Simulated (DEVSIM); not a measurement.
Structure: Si p-n junction from an implanted or diffused profile, at 300 K.

```tsv
layer (left to right)	material	thickness (μm)	Nd (cm⁻³)	τn (s)	τp (s)
1	Si	16.0	2.7e16	4.9e-7	4.9e-7
```

Added acceptor profile: 3.2e18 cm⁻³ × exp(−(x − 0 μm)²/(2·(0.044 μm)²)). Left contact: ohmic. Right contact: ohmic. Voltage is applied to the left contact. Recombination: SRH at mid-gap, Auger. Mobility is μmin + (μ − μmin)/(1 + (N/Nref)^α).

The device is made up for the run: typed textbook-type constants, with dimensions and the other settings drawn at random. Values at 300 K.

```tsv
parameter	Si
gap (eV)	1.124
affinity (eV)	4.05
permittivity	11.7
Nc (cm⁻³)	2.86e19
Nv (cm⁻³)	3.1e19
μn (cm²/Vs)	1417
μp (cm²/Vs)	470
μn,min	52
μp,min	45
Nref,n	9.7e16
Nref,p	2.2e17
αn	0.68
αp	0.72
Cn (cm⁶/s)	2.8e-31
Cp (cm⁶/s)	9.9e-32
```

Model (solved in DEVSIM): 1D drift-diffusion, Boltzmann statistics, complete ionisation; no tunnelling, impact ionisation, image-force lowering or self-heating.

Question: Tabulate band edges, carrier densities and field at zero bias.

Answer: Energies count from the Fermi level of the right contact; mesh points crowd at the junctions.

| x (μm) | Ec (eV) | Ev (eV) | n (cm⁻³) | p (cm⁻³) | field (V/cm) |
|---|---|---|---|---|---|
| 0.000 | 1.065 | -0.059 | < 1e2 | 3.2e18 | -320 |
| 0.01871 | 1.063 | -0.061 | < 1e2 | 2.9e18 | -2500 |
| 0.04156 | 1.053 | -0.071 | < 1e2 | 2.0e18 | -5700 |
| 0.06952 | 1.032 | -0.092 | 130 | 8.8e17 | -9900 |
| 0.1082 | 0.946 | -0.178 | 3600 | 3.2e16 | -46000 |
| 0.1390 | 0.763 | -0.361 | 4300000 | 2.7e13 | -64000 |
| 0.1690 | 0.582 | -0.542 | 4.8e9 | 2.4e10 | -56000 |
| 0.2097 | 0.388 | -0.736 | 8.6e12 | 1.3e7 | -39000 |
| 0.2645 | 0.237 | -0.887 | 3.0e15 | 38000 | -17000 |
| 0.3756 | 0.181 | -0.943 | 2.6e16 | 4500 | -380 |
| 0.6012 | 0.180 | -0.944 | 2.7e16 | 4300 | ≈ 0 |
| 1.315 | 0.180 | -0.944 | 2.7e16 | 4300 | ≈ 0 |
| 2.509 | 0.180 | -0.944 | 2.7e16 | 4300 | ≈ 0 |
| 4.933 | 0.180 | -0.944 | 2.7e16 | 4300 | ≈ 0 |
| 10.90 | 0.180 | -0.944 | 2.7e16 | 4300 | ≈ 0 |
| 13.56 | 0.180 | -0.944 | 2.7e16 | 4300 | ≈ 0 |
| 14.79 | 0.180 | -0.944 | 2.7e16 | 4300 | ≈ 0 |
| 15.41 | 0.180 | -0.944 | 2.7e16 | 4300 | ≈ 0 |
| 15.78 | 0.180 | -0.944 | 2.7e16 | 4300 | ≈ 0 |
| 15.90 | 0.180 | -0.944 | 2.7e16 | 4300 | ≈ 0 |
| 15.96 | 0.180 | -0.944 | 2.7e16 | 4300 | ≈ 0 |
| 16.00 | 0.180 | -0.944 | 2.7e16 | 4300 | ≈ 0 |
